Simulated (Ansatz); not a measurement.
Consider Y in the hcp (Mg type) structure (space group P6_3/mmc, No. 194; a = 3.656 Å, c = 5.679 Å).

(Cell as relaxed with PBE.)

Levels (all Ansatz, a quantum-chemistry and plane-wave program, PAW, earlier PAW set): PBE (420 eV, no spin-orbit coupling); r2SCAN (500 eV, spin-orbit coupling left out).

Each level relaxes its own structure.

| base | PBE | r2SCAN |
|---|---|---|
| volume per atom | 32.86 Å³ | 33.46 Å³ |
| lattice parameter a | 3.656 Å | 3.683 Å |
| band gap | zero | zero |

One thing is altered: every Y is replaced by La, then cell and atoms are relaxed.

```csv
quantity,PBE,r2SCAN
c/a ratio,1.623,(withheld)
shortest interatomic distance,3.754 Å,(withheld)
band gap,zero,(withheld)
```

Problem. Given the PBE results, estimate those of r2SCAN.

Solution. 
- c/a ratio, r2SCAN: 1.581
- shortest interatomic distance, r2SCAN: 3.734 Å
- band gap, r2SCAN: zero

PBE's c/a ratio lies 0.042 above r2SCAN's; PBE's shortest interatomic distance lies 0.020 Å above r2SCAN's (0.5 %); the two agree on the band gap. Neither level is exact; r2SCAN is the comparison here, not a measurement.

Whether these cells are dynamically stable was not tested. All final runs are without spin polarisation.
